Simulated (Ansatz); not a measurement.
We consider cubic perovskite CsHgBr3 (idealised or unconfirmed structure), described by r²SCAN (PAW; Ansatz, an electronic-structure program).

Settings: plane-wave cutoff 500 eV, 8×8×8 k mesh, Fermi–Dirac smearing 0.05 eV, scalar-relativistic PAW data made under PBE.

Computed at the level's own relaxed cell.

Estimate the volume per atom and equilibrium lattice constant a that the calculation returns.


* **volume per atom**: 35.15 Å³/atom
* **equilibrium lattice constant a**: 5.601 Å

The run finds no gap.

Note: the relaxation could not lower the start's symmetry, so the cell can be a saddle point above a distorted one.

Spin–orbit coupling is not included; it can shift volumes and moduli of such heavy elements.

Computed values are for the static lattice.

Cost on a shared machine: around 80 core-seconds (rough).
